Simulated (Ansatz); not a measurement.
Abridged Ansatz (a program for electronic structure) output:

```
Relaxation: its limit of steps is 60 (relax.max_steps)
Pseudopotential: Ge, paw, valence charge 14
Crystal: 2 atoms, lattice volume = 39.177 Å³
Basis set: ecut = 420 eV, 749 PW (Γ), exchange–correlation on 54×54×54 points (8 copies of the dense FFT grid, shifted against one another)
Bands: 18, of which v1, the nominal top of the filled ones, is band 14 counted from 1 (13 counted from 0)
Symmetry: 48 space group operations
k-points: 104 of 2744
Functional: x = pbesol(κ = 0.804, μ = 0.12345679012345678), c = pbesol(β = 0.046)
SCF iter   1: F=—  HF=-8506.731185 eV  |F-HF|=—  |Δ(HF+E_count)|=         —  Δρ=1.83e-3  dr2=5.59e-4  ethr=1.77e-3  ⟨swp⟩=6.0  Hψ=9024  notcnv=0
SCF iter   2: F=—  HF=-8506.729989 eV  |F-HF|=—  |Δ(HF+E_count)|=   1.20e-3  Δρ=1.00e-3  dr2=1.29e-4  ethr=2.00e-6  ⟨swp⟩=2.0  Hψ=4149  notcnv=0
SCF 1 converged in 7 iterations: F = -8506.730034 eV  dr2 = 7.67e-9
relax step   1: F+E_penalty+E_count = -8506.73003368 eV  Δ(F+E_penalty+E_count) = +0.000e0 eV  max|allowed force component| = 1.156e-17 eV/Å  Δτ_max = 0.0000 Å  P = +15.004 GPa  Ω = 39.177 Å³  (7 SCF iters, dr2 threshold 1.00e-7 eV, accepted)
[... steps on the carried basis left out ...]
relax step   5: F+E_penalty+E_count = -8506.50302826 eV  Δ(F+E_penalty+E_count) = +4.315e-4 eV  max|allowed force component| = 7.228e-17 eV/Å  Δτ_max = 0.0000 Å  P = +22.502 GPa  Ω = 37.221 Å³  stress off target by 2.33e-3 GPa  SCF on the basis re-selected at this cell (its energy is not comparable with the rows above)  (5 SCF iters)
SCF converged after 5 iterations
Free energy (F): -8506.503028 eV
Internal energy: -8506.502741 eV  (E = F + TS)
E sigma→0 (E₀):  -8506.502885 eV
Entropy (-TS):   -0.000287 eV (-0.143 meV/atom)
Fermi energy:    11.384350 eV
--- Forces (eV/Å), atoms counted from 1 ---
  atom   1  Ge    -0.00000000    -0.00000000    -0.00000000
  atom   2  Ge     0.00000000     0.00000000     0.00000000
--- Stress (GPa, compression-positive) ---
       22.502329       0.000000       0.000000
        0.000000      22.502329       0.000000
        0.000000       0.000000      22.502329
  P = ⅓ Tr σ = 22.5023 GPa (225.023 kbar)
--- Relaxed structure (4 steps of the walk, 4 accepted, 1 SCFs on fresh bases) ---
  cell:  # Å, volume = 37.2213 Å³
    - [2.3884556404198075e-33, 2.65004858698139, 2.65004858698139]
    - [2.65004858698139, 1.350273588717331e-33, 2.65004858698139]
    - [2.65004858698139, 2.65004858698139, 1.089135772031432e-33]
  atoms:
    - { symbol: Ge, position: [-6.40030826078224e-35, 1.5628659706561286e-34, 6.40030826078224e-35] }
    - { symbol: Ge, position: [0.25, 0.25, 0.25] }
```

### Question
What was computed, and what are the main results?

### Answer
Ge, 2 atoms in the cell, with PBEsol (Ansatz), no spin-orbit coupling, from a series relaxed to a target (pressure 22.5 GPa). The last SCF converged to F = -8506.503028 eV, or -4253.2515 eV per atom, at a pressure of 22.50 GPa. The total energy compares only with runs of the same code, potentials and settings.

Load acts through the strain it causes; cell and atoms are relaxed under it. Whether these cells are dynamically stable was not tested. Measured, Ge leaves this structure (for the β-tin structure) near 10.6 GPa (room temperature; as listed in arXiv:1906.07825). The cell was made from Ge in the diamond structure (space group Fd-3m, No. 227) by this change: pressure 22.5 GPa.

Keys are those of Ansatz 0.2.
